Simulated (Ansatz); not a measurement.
System: Sr₄N₂O (model structure, started from the Ca4P2O type, I4/mmm, No. 139, 7 atoms in the cell). Method: r²SCAN+SOC (Ansatz, an electronic-structure program, plane waves, PAW).

Settings: plane-wave cutoff 560 eV, 16×16×16 k mesh, Fermi–Dirac smearing 0.05 eV, PAW data made under PBE.

Cell (relaxed with PBEsol):

```cif
data_N4O2Sr8
_chemical_formula_sum 'Sr8 N4 O2'
_space_group_name_H-M_alt 'I4/mmm'
_space_group_IT_number 139
_space_group_name_Hall '-I 4 2'
_cell_length_a 4.63144
_cell_length_b 4.63144
_cell_length_c 13.62558
_cell_angle_alpha 90.000
_cell_angle_beta 90.000
_cell_angle_gamma 90.000
loop_
_atom_site_label
_atom_site_type_symbol
_atom_site_symmetry_multiplicity
_atom_site_Wyckoff_symbol
_atom_site_fract_x
_atom_site_fract_y
_atom_site_fract_z
_atom_site_occupancy
Sr1 Sr 4 e 0.00000 0.00000 0.19235 1
Sr2 Sr 4 c 0.00000 0.50000 0.00000 1
N1 N 4 e 0.00000 0.00000 0.37048 1
O1 O 2 a 0.00000 0.00000 0.00000 1
```
(The calculation used a cell of 7 atoms; values per cell refer to that cell.)

Q: Predict the band gap.

A: 
- band gap: 0.38 eV (on the SCF k mesh)

Note: the relaxation could raise the start's symmetry but not lower it, so the cell can be a saddle point; cell and atoms aren't relaxed at this level (largest force component 0.08 eV/Å, pressure 1.4 GPa).

It cost roughly 40 core-minutes of CPU time.

A model structure was made by putting elements into a prototype or built by hand; it is no filed structure, need not be a known phase, and can be a saddle point held by its symmetry.
